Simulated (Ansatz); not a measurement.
Pb_Si in silicon (start: the Si site; 64-site cell, 2×2×2 shifted sampling), host crystal and elements as references (Δμ(Si) = 0.00 eV, Δμ(Pb) = 0.00 eV; Pb taken from its element, since no compound that bounds it was computed at this level; only phases computed here count, gases as isolated molecules at 0 K). Level of theory: PBE, PAW (plane waves to 420 eV; Ansatz, a program for electronic structure). In charge state 0 (not spin-polarised) the formation energy is 1.50 eV. The crystal has 4.89 × 10^22 Si sites per cm³.

Estimate the equilibrium concentration at 900 K in the dilute limit, leaving out vibrational entropy and degeneracy.

kT = 0.0776 eV; c = N exp(−E_f / kT) = 4.89 × 10^22 × exp(−19.3) ≈ 2 × 10^14 cm^-3. An error of 0.2 eV in E_f moves this by a factor of 13.
